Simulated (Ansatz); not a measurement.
Start from ZnF2 in the rutile structure (space group P4_2/mnm, No. 136; a = 4.717 Å, c = 3.129 Å). Axes: x, y, z lie along a, b, c of the conventional cell.

The values are results of Ansatz (an electronic-structure program) PBEsol, no SOC, not measurements.

Strains are applied to the cell and any free atomic positions relax; under biaxial strain the out-of-plane vector relaxes too.

One change was made to it. Results:

The pressure (mean of the normal stresses, compression positive) goes from zero to -1.95 GPa; the gap character changes from direct at Γ to indirect, R → Γ; the width of the top valence band decreases by 0.235 eV (1.21 eV → 0.97 eV).

**Question.** What was done to the base?
A. biaxial strain +0.60 %, plane normal [001], relaxed out of plane
B. biaxial strain +1.20 %, plane normal [001], relaxed out of plane
C. biaxial strain +2.40 %, plane normal [001], relaxed out of plane

**Answer.** C, biaxial strain +2.40 %, plane normal [001], relaxed out of plane. For comparison, the gap character in the other runs: biaxial strain +0.60 %, plane normal [001], relaxed out of plane gives direct at Γ; biaxial strain +1.20 %, plane normal [001], relaxed out of plane gives direct at Γ.

Stability against distortions was not tested.
